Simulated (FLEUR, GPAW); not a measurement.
A GPAW input for a self-consistent single point of CrO₂ (P4_2/mnm, 6 atoms in the cell) (DFT PBE, plane waves, GPAW PAW datasets PBE (gpaw-data 1.0.1)):

```python
from ase import Atoms
from ase.units import GPa
from gpaw import GPAW

atoms = Atoms(['Cr', 'Cr', 'O', 'O', 'O', 'O'],
              cell=[[4.364216, 0.000000, 0.000000],
                    [0.000000, 4.364216, 0.000000],
                    [0.000000, 0.000000, 2.884168]],
              scaled_positions=[[0.000000, 0.000000, 0.500000],
                                [0.500000, 0.500000, 0.000000],
                                [0.197260, 0.197260, 0.000000],
                                [0.802740, 0.802740, 0.000000],
                                [0.302740, 0.697260, 0.500000],
                                [0.697260, 0.302740, 0.500000]],
              pbc=True)

atoms.set_initial_magnetic_moments([3.0, 3.0, 0.0, 0.0, 0.0, 0.0])

calc = GPAW(spinpol=True,
            mode={'name': 'pw', 'ecut': 900},
            xc='PBE',
            kpts=(5, 5, 7),
            occupations={'name': 'methfessel-paxton', 'width': 0.272, 'order': 0},
            nbands=-14,
            convergence={'density': 1e-05},
            symmetry={'symmorphic': False, 'tolerance': 0.0005},
            maxiter=150)

atoms.calc = calc

energy = atoms.get_potential_energy()
print('Energy (eV):', round(energy, 6))
forces = atoms.get_forces()
print('Forces (eV/Ang):')
print(forces.round(5))
stress = atoms.get_stress()
print('Stress (GPa, Voigt):', (stress / GPa).round(4))
```

Write the same calculation as an input for FLEUR.

This is the input that was run; spellings and numerical settings could be chosen otherwise.

Input of the input generator:

```
CrO2 crystal
&input film=f /
8.2471729887 0.0000000000 0.0000000000
0.0000000000 8.2471729887 0.0000000000
0.0000000000 0.0000000000 5.4502876174
1.0
1.0 1.0 1.0

6
24 0.0000000000 0.0000000000 0.5000000000 : 3.00
24 0.5000000000 0.5000000000 0.0000000000 : 3.00
8 0.1972600000 0.1972600000 0.0000000000 : 0.00
8 0.8027400000 0.8027400000 0.0000000000 : 0.00
8 0.3027400000 0.6972600000 0.5000000000 : 0.00
8 0.6972600000 0.3027400000 0.5000000000 : 0.00

&comp jspins=2 /
&kpt div1=5 div2=5 div3=7 /
&end /
```

```xml
<?xml version="1.0" encoding="UTF-8" standalone="no"?>
<fleurInput fleurInputVersion="0.39">
   <comment>
      CrO2 crystal                                                                                        
   </comment>
   <calculationSetup>
      <cutoffs Kmax="4.7" Gmax="18.8" GmaxXC="18.8" numbands="0"/>
      <scfLoop itmax="80" minDistance="0.00001" maxIterBroyd="25" imix="Anderson" alpha="0.05" precondParam="0.0" spinf="2.0"/>
      <coreElectrons ctail="T" frcor="F" kcrel="0" coretail_lmax="0"/>
      <xcFunctional name="pbe" relativisticCorrections="F"/>
      <magnetism jspins="2"/>
      <soc l_soc="F" theta="0.0" phi="0.0" spav="F"/>
      <expertModes spex="0" secvar="F"/>
      <geometryOptimization l_f="T" forcealpha="1.0" forcemix="BFGS" epsdisp="0.00001" epsforce="0.00001"/>
      <ldaU l_linMix="F" mixParam="0.05" spinf="1.0"/>
   </calculationSetup>
   <cell>
      <bzIntegration valenceElectrons="52.0" mode="gauss" fermiSmearingEnergy="0.00999582">
         <kPointListSelection listName="default-1"/>
         <!-- k-points included here -->
         <xi:include xmlns:xi="http://www.w3.org/2001/XInclude" href="kpts.xml"> </xi:include>
      </bzIntegration>
      <!-- symmetry operations included here -->
      <xi:include xmlns:xi="http://www.w3.org/2001/XInclude" href="sym.xml"> </xi:include>
      <bulkLattice scale="1.0">
         <bravaisMatrix>
            <row-1>    8.2471729886999992     0.0000000000000000     0.0000000000000000</row-1>
            <row-2>    0.0000000000000000     8.2471729886999992     0.0000000000000000</row-2>
            <row-3>    0.0000000000000000     0.0000000000000000     5.4502876173999999</row-3>
         </bravaisMatrix>
      </bulkLattice>
   </cell>
   <atomSpecies>
      <species name="Chromium (3.000" element="Cr" atomicNumber="24">
         <mtSphere radius="2.15" gridPoints="741" logIncrement="0.016"/>
         <atomicCutoffs lmax="8" lnonsphr="6"/>
         <electronConfig flipSpins="F">
            <coreConfig>(1s1/2) (2s1/2) (2p1/2) (2p3/2)</coreConfig>
            <valenceConfig>(3s1/2) (3p1/2) (3p3/2) (4s1/2) (3d3/2) (3d5/2)</valenceConfig>
            <stateOccupation state="(4s1/2)" spinUp="0.5" spinDown="0.5"/>
            <stateOccupation state="(3d3/2)" spinUp="1.0" spinDown="1.0"/>
            <stateOccupation state="(3d5/2)" spinUp="3.0" spinDown="0.0"/>
         </electronConfig>
         <energyParameters s="4" p="4" d="3" f="4"/>
         <lo type="SCLO" l="0" n="3" eDeriv="0"/>
         <lo type="SCLO" l="1" n="3" eDeriv="0"/>
      </species>
      <species name="Oxygen (O)" element="O" atomicNumber="8">
         <mtSphere radius="1.21" gridPoints="421" logIncrement="0.025"/>
         <atomicCutoffs lmax="6" lnonsphr="4"/>
         <electronConfig flipSpins="F">
            <coreConfig>(1s1/2)</coreConfig>
            <valenceConfig>(2s1/2) (2p1/2) (2p3/2)</valenceConfig>
            <stateOccupation state="(2p1/2)" spinUp="0.6666666667" spinDown="0.6666666667"/>
            <stateOccupation state="(2p3/2)" spinUp="1.333333333" spinDown="1.333333333"/>
         </electronConfig>
         <energyParameters s="2" p="2" d="3" f="4"/>
      </species>
   </atomSpecies>
   <atomGroups>
      <atomGroup species="Chromium (3.000">
         <relPos label="                   1">.0000000000 .0000000000 1.000/2.000</relPos>
         <relPos label="                   2">1.000/2.000 1.000/2.000 .0000000000</relPos>
         <force calculate="T" relaxXYZ="TTT"/>
      </atomGroup>
      <atomGroup species="Oxygen (O)">
         <relPos label="                   3">.1972600000 .1972600000 .0000000000</relPos>
         <relPos label="                   4">-.1972600000 -.1972600000 .0000000000</relPos>
         <relPos label="                   5">.3027400000 -.3027400000 1.000/2.000</relPos>
         <relPos label="                   6">-.3027400000 .3027400000 1.000/2.000</relPos>
         <force calculate="T" relaxXYZ="TTT"/>
      </atomGroup>
   </atomGroups>
   <output dos="F" band="F" slice="F">
      <checks vchk="F" cdinf="F"/>
      <bandDOS minEnergy="-.5*Htr" maxEnergy="0.5*Htr" sigma="0.015" storeEVData="T"/>
      <vacuumDOS vacdos="F" integ="F" star="F" nstars="0" locx1="0.0" locy1="0.0" locx2="0.0" locy2="0.0" nstm="0" tworkf="0.0"/>
      <unfoldingBand unfoldBand="F" supercellX="1" supercellY="1" supercellZ="1"/>
      <plotting iplot="0" polar="F">
         <plot TwoD="T" vec1="  1.0  0.0  0.0" vec2="  0.0  1.0  0.0" vec3="  0.0  0.0  1.0" zero="  0.0  0.0  0.0" file="plot"/>
      </plotting>
      <chargeDensitySlicing numkpt="0" minEigenval="0.0" maxEigenval="0.0" nnne="0" pallst="F"/>
      <specialOutput eonly="F"/>
      <magneticCircularDichroism mcd="F" energyLo="-10.0" energyUp="0.0"/>
   </output>
  <!-- We include the file relax.xml here to enable relaxations (see documentation) -->
  <xi:include xmlns:xi="http://www.w3.org/2001/XInclude" href="relax.xml"> <xi:fallback/> </xi:include>
</fleurInput>
```

Basis, cutoffs, solver keys and any potentials are the target program's own. This input uses DFT, PBE, all-electron FLAPW (FLEUR), scalar-relativistic valence.

The starting cell comes from a database of computed structures (which also holds hypothetical and non-ambient phases and stackings), without a prior relaxation at this level. Its lattice was rescaled by a random factor within 2.5 % of one. For this run, on top of that: lattice scaled by 0.98.
